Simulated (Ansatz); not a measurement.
Start from KI in the rock salt structure (space group Fm-3m, No. 225; a = 7.182 Å).

The values are results of PBE (Ansatz, a first-principles code), scalar-relativistic without spin-orbit coupling, not measurements.

One change was made to it. Results:

The hole mass (degenerate bands, along [100]) becomes 0.29, 1.7, 1.7 mₑ (at Γ) (base: 0.51, 2.8, 2.8 mₑ (at Γ)); the gap character goes from direct at Γ to indirect, Γ → X; the electron mass changes from 0.34 mₑ (at Γ) to 1.2 mₑ along k, 0.33 mₑ across (at X); the width of the top valence band increases by 0.584 eV to 1.13 eV; the band gap grows by 0.25 eV (3.86 eV → 4.11 eV).

Q: What was done to the base?
A. pressure 10 GPa
B. pressure 3 GPa
C. pressure 0.3 GPa
D. pressure 1.5 GPa

A: A, pressure 10 GPa. For comparison, the gap character in the other runs: pressure 3 GPa gives direct at Γ; pressure 1.5 GPa gives direct at Γ; pressure 0.3 GPa gives direct at Γ.

With I present, leaving out spin-orbit coupling can change the band edges. Load acts through the strain it causes; cell and atoms are relaxed under it. Effective masses come from finite differences of ±0.01 Å⁻¹. Along k means along the line from Γ to the band edge. Stability against distortions was not tested. No other phases were tried under pressure.
